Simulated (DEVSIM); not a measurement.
Device: Pt/Al2O3/p-Ge capacitor, at 300 K.

| layer (left to right) | material | thickness (nm) | Na (cm⁻³) |
|---|---|---|---|
| 1 | Al2O3 | 9.20 | - |
| 2 | Ge | 2700 | 5e16 |

Metal gate on the left, work function 5.6 eV. Fixed charge at the semiconductor interface 0 cm⁻² (in units of +e); no interface traps.

This is a model device: material constants are rounded textbook-type values typed into the input, and sizes, dopings and lifetimes were drawn at random. Values at 300 K.

| parameter | Al2O3 | Ge |
|---|---|---|
| gap (eV) | 6.8 | 0.664 |
| affinity (eV) | 1.35 | 4 |
| permittivity | 9 | 16 |
| Nc (cm⁻³) | - | 1.04e19 |
| Nv (cm⁻³) | - | 6e18 |

Simulated with DEVSIM: 1D Poisson equation in equilibrium, Boltzmann statistics, complete ionisation; no quantum confinement or tunnelling. Metal contacts follow the ideal Schottky-Mott rule: no Fermi-level pinning, no interface dipoles.

The substrate doping was swept, all else fixed.

```tsv
substrate doping (cm^-3)	minimum of the low-frequency capacitance (μF/cm²)	threshold voltage (band bending 2φF) (V)	flat-band voltage (V)
2.5e15	0.0437	1.40	1.14
5e15	0.0549	1.43	1.12
1e16	0.0703	1.46	1.10
2.5e16	0.0978	1.52	1.08
5e16	0.125	1.57	1.06
1e17	0.158	1.64	1.04
```

From the first row to the last the minimum of the low-frequency capacitance goes from 0.0437 to 0.158. From the first row to the last the threshold voltage (band bending 2φF) goes from 1.40 to 1.64.
